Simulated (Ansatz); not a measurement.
The starting structures come from a database of crystals and need not be the phases stable at ambient conditions.

 Where the default PAW files enter, the runs use the earlier of Ansatz's two default sets.

Inside the gap of an insulator the Bloch states are evanescent, with a wavenumber k + iκ along the transport direction.

```
CELL_PARAMETERS angstrom
      3.83801     0.00000     0.00000
      0.00000     3.83801     0.00000
      1.91901    -1.91901     3.44910
ATOMIC_POSITIONS crystal
  Ba 0.00000 0.00000 0.00000
  O  0.60834 0.39166 0.78332
  O  0.39166 0.60834 0.21668
```

Space group of this cell: I4/mmm. The cell is taken as given; by PBEsol its mean pressure is -4.3 GPa.

Transport runs along the normal of the first two printed cell vectors, the (001) plane of the conventional cell.

The gap is the functional's own. No spin-orbit coupling. Mid-gap values are interpolated on the energy grid.

Task: Estimate the band gap and the smallest decay constant κ at mid-gap that Ansatz (a quantum-chemistry and plane-wave program) with PBEsol returns for this system.

Result: Gap 2.16 eV on a 10×10×10 mesh; κ = 0.310 1/Å, at (0.500, 0.000) of the in-plane reciprocal vectors. At the zone centre, at the nearest computed energy, the slowest state has κ = 0.32 1/Å.
